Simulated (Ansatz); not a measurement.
PBE-D3(BJ) against r2SCAN+rVV10: hypothetical P6_3/mmc HgI2, pressure 15 GPa

Start from HgI₂ in the 2H-MoS2 type structure (space group P6_3/mmc, No. 194; a = 4.1662 Å, c = 14.1827 Å; a hypothetical phase, not in the database extracts checked).

(Cell as relaxed with PBE-D3(BJ).)

Levels (all Ansatz, an electronic-structure program, PAW, earlier PAW set): PBE-D3(BJ) (420 eV, no spin-orbit coupling); r2SCAN+rVV10 (500 eV, no spin-orbit coupling).

Each level relaxes its own structure.

```csv
base,PBE-D3(BJ),r2SCAN+rVV10
volume per atom,35.53 Å³,35.86 Å³
lattice parameter a,7.873 bohr,7.852 bohr
band gap,0.34 eV,0.66 eV
```

Now apply this change: a hydrostatic pressure of 15 GPa.

```json
[
 {"quantity": "lattice parameter a", "PBE-D3(BJ)": "7.115 bohr", "r2SCAN+rVV10": "7.172 bohr"},
 {"quantity": "band gap", "PBE-D3(BJ)": "zero", "r2SCAN+rVV10": "zero"},
 {"quantity": "c/a ratio", "PBE-D3(BJ)": "3.381", "r2SCAN+rVV10": "3.384"}
]
```

PBE-D3(BJ)'s lattice parameter a lies 0.057 bohr below r2SCAN+rVV10's (0.8 %); PBE-D3(BJ)'s c/a ratio lies 0.003 below r2SCAN+rVV10's; the two agree on the band gap. Neither level is exact; r2SCAN+rVV10 is the comparison here, not a measurement.

The mesh was chosen for an insulator and is coarse for the gapless case. Spin-orbit coupling, missing from the scalar runs, can matter with Hg and I. Load acts through the strain it causes; cell and atoms are relaxed under it. No phonon test of stability was made. No other phases were tried under pressure. All final runs are without spin polarisation. A zero or small gap of HgI2 under pressure 15 GPa can be the functional's error rather than a property of the material.
